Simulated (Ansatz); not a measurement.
Consider this model of amorphous Si₂₄Te₃₆.

```xyz
60
Lattice="12.2447 0.0000 0.0000 0.0000 12.2447 0.0000 0.0000 0.0000 12.2447" Properties=species:S:1:pos:R:3 pbc="T T T"
Si     2.0182     5.0478     6.2131
Si     6.0456     7.8339     9.9324
Si     9.0991    11.4988     5.5545
Si     5.1638     8.1737     5.2961
Si     2.4975     6.5815     1.6262
Si    11.5517    11.7405     9.0981
Si     3.4158    10.6635     3.1468
Si    10.0020     0.2318     3.6258
Si     0.8475     4.8887     8.2569
Si    10.1676    10.6432     7.5314
Si     3.8680     9.8850     0.0415
Si     3.8721     2.8224    10.2365
Si     3.1281     7.0894     5.8038
Si     1.5629     3.4613     3.1085
Si     6.7985     6.6850     5.8870
Si     8.9944     1.6523     1.9423
Si     0.1099     3.9694     1.2658
Si    10.6461     1.1131    10.5490
Si     8.6968     9.5221     4.3636
Si    10.4381     8.5913     8.7797
Si     4.9466     8.8664     3.0781
Si    11.9543     2.8235     7.7808
Si     4.3645     7.8590     1.0592
Si    11.2945     2.9426     5.5015
Te     1.7902     7.8309     3.7469
Te     9.3178    12.2118     0.0538
Te     4.2369     9.6754     9.7761
Te     2.7820    10.9837     5.5869
Te     7.8418    11.2576     8.8651
Te     7.2377     9.6893     2.3335
Te     4.5659     0.6350     2.9345
Te     8.3552     8.9515    10.4518
Te    12.1224     9.5140     5.9345
Te     2.9075     2.7706     5.4548
Te     1.1926     0.7752     8.0023
Te     5.3262    11.9792     0.3171
Te     5.7635     5.1330     4.2567
Te     5.9531     5.9736     8.1865
Te     4.7145     2.1135     8.0147
Te     5.4347    10.4707     6.5059
Te     9.6001     2.6344     8.8269
Te     9.2194     7.4498     5.7552
Te     2.6910     1.0685    11.7031
Te    10.7681     5.9833     8.7256
Te     9.9038     4.0368     1.7804
Te    12.2434     5.1904     4.5304
Te     0.1942     6.4433     0.5615
Te     6.3405     2.8589    10.8603
Te     1.6514    10.4240     1.2268
Te     5.9795     6.4116    12.0592
Te     3.5724     4.3168     1.6779
Te    10.7559    10.0793     2.8871
Te     0.1311     1.1331     4.0258
Te     1.7435     8.1692     7.6868
Te     7.2287     0.7867     6.2124
Te    12.1799     9.6421    10.3997
Te     8.7822     3.0708     5.1050
Te     2.6667     5.1265    10.0987
Te     6.7309     2.9012     1.5927
Te     0.3345     2.7324    11.2185
```

The numbers are results of PBE-D3(BJ), scalar-relativistic without spin-orbit coupling, PAW (Ansatz default set, large-core Te) (plane waves to 420 eV; Ansatz, a first-principles code), not measurements.

It comes from a melt-quench run on a machine-learned potential (CHGNet), relaxed afterwards by DFT. The hot cell started wider than the set density and was brought back towards it in steps. It is the lowest in DFT energy of 4 quenches. It is a model cell: composition and starting density were chosen by hand, and all elements were melted together. The geometry includes D3(BJ) dispersion. Its density started from a set value of 4.78 and ended at 4.76 g/cm³. Cooling (nominally 40 K/ps over its main leg) ran many orders faster than in experiment, which tends to leave more defects and strain. Values belong to this one cell and scatter from quench to quench. The volume was free in the relaxation, at fixed shape. Stress components on the final sampling reach 0.9 GPa. On a 2×2×2 Γ-centred mesh force components of up to 0.17 eV/Å stay, since the relaxation ran on one k-point at (1/4, 1/4, 1/4).

Neighbours within Si-Si 2.62 Å, Si-Te 3.00 Å, Te-Te 3.31 Å count as bonded.

Q: Give the coordination numbers, mean bond lengths and angles.

A: 
```json
{
 "Mean coordination of Si": "4.08 (22 with 4, 2 with 5)",
 "Mean coordination of Te": "2.39 (1 with 1, 22 with 2, 11 with 3, 2 with 4)",
 "Mean Si-Te bond": "2.584 Å (spread 0.076 Å, 60 counted)",
 "Mean Si-Si bond": "2.362 Å (spread 0.035 Å, 19 counted)",
 "Mean Te-Te bond": "3.046 Å (spread 0.161 Å, 13 counted)",
 "Bond angle at Si": "mean 108.7°, spread 15.2°",
 "Bond angle at Te": "mean 102.1°, spread 24.2°"
}
```
